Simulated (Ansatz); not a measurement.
# Nb: response to strain

The reference is Nb in the bcc (W type) structure (space group Im-3m, No. 229; a = 3.311 Å; relaxed with 0.1 eV smearing).

Strains are applied to the cell and any free atomic positions relax.

All numbers come from DFT with PBE, PAW potentials and a 420 eV plane-wave cutoff in Ansatz (a first-principles code), no SOC.

| isotropic strain (%) | pressure (GPa) |
|---|---|
| -5.1 | 35.3 |
| -4.91 | 33.6 |
| -0.82 | ? |
| 0 | 0.0 |
| 5.56 | -20.2 |

**Question.** Fit P = P₀ − Bδ + Cδ² with δ = (1 + ε)³ − 1 to the rows shown and predict the withheld row.

**Answer.** Least squares on the printed values gives P₀ = 0.0 GPa, B = 185 GPa, C = 397 GPa (largest residual 0.1 GPa); this predicts 4.7 GPa, and the run gives 4.4 GPa, 0.3 lower.

No phonon test of stability was made. All final runs are without spin polarisation.
